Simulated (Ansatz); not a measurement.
**Habitual settings against a tight run: Cs (Im-3m, 1 atom in the cell)**

Self-consistent single point.

```
Cs
1.0
   -3.16695     3.16695     3.16695
    3.16695    -3.16695     3.16695
    3.16695     3.16695    -3.16695
Cs
1
Cartesian
  0.00000   0.00000   0.00000
```

Method of the run: PBE, harder PAW files (source: ansatz) (plane waves; Ansatz, a first-principles code).

Base settings: basis.ecutwfc = 520 eV; kpoints.mp_grid.grid = 6 6 6; hamiltonian.xc = pbe; hamiltonian.pseudopotentials = {kind: paw, source: ansatz}; scf.occupations.method = cold; scf.occupations.width = 0.272 eV.

Tight run (finer mesh or higher cutoff; not a proven limit): basis.ecutwfc: 520 eV → 730 eV; kpoints.mp_grid.grid: 6 6 6 → 9 9 9; scf.convergence.dr2_threshold: default (1e-07 eV) → 1e-09 eV. It gave Fermi level (on the code's own zero) 1.83 eV; pressure -0.14 GPa.

Quick runs, as changes from the base:
- A: the base itself
- B: basis.ecutwfc: 520 eV → 310 eV
- C: basis.ecutwfc: 520 eV → 365 eV; kpoints.mp_grid.grid: 6 6 6 → 4 4 4; hamiltonian.xc: pbe → lda; kpoints.mp_grid.shift: default → 0.5 0.5 0.5; scf.convergence.dr2_threshold: default (1e-07 eV) → 0.0001 eV [LDA (PW92)]
- D: basis.ecutwfc: 520 eV → 310 eV; kpoints.mp_grid.grid: 6 6 6 → 3 3 3; scf.convergence.dr2_threshold: default (1e-07 eV) → 0.001 eV
- E: basis.ecutwfc: 520 eV → 415 eV; kpoints.mp_grid.grid: 6 6 6 → 2 2 2; scf.occupations.method: cold → fermi_dirac; scf.occupations.width: 0.272 eV → 0.136 eV
- F: basis.ecutwfc: 520 eV → 260 eV; kpoints.mp_grid.grid: 6 6 6 → 8 8 8

Energies are extrapolated to zero smearing width, which holds to low order in the width alone.

Dashes: energy of C, another energy zero.

† marks runs with another functional, U, potentials or spin treatment: their distance from the tight run is not a convergence error alone.

The count of work is k-points × plane waves × bands × iterations; it is no time. 

Pressures in the table are Ansatz's without its Pulay estimate, at a fixed set of plane waves; the tight run's value above holds the estimate.

The starting cell comes from a database of computed structures (which also holds hypothetical and non-ambient phases and stackings), without a prior relaxation at this level. Its lattice was rescaled by a random factor within 2.5 % of one.

```csv
run,energy less tight (meV/atom),pressure less tight (GPa),count of work / tight
A,6.6,0.01,0.24
B,243.0,-2.03,0.12
C†,–,-0.70,0.030
D,157.7,-2.09,0.016
E,156.0,-0.35,0.028
F,1092.5,-6.79,0.17
```

Among the runs at the tight run's level, the energy misses run from 6.6 to 1092.5 meV/atom.

Keys are those of Ansatz 0.2.
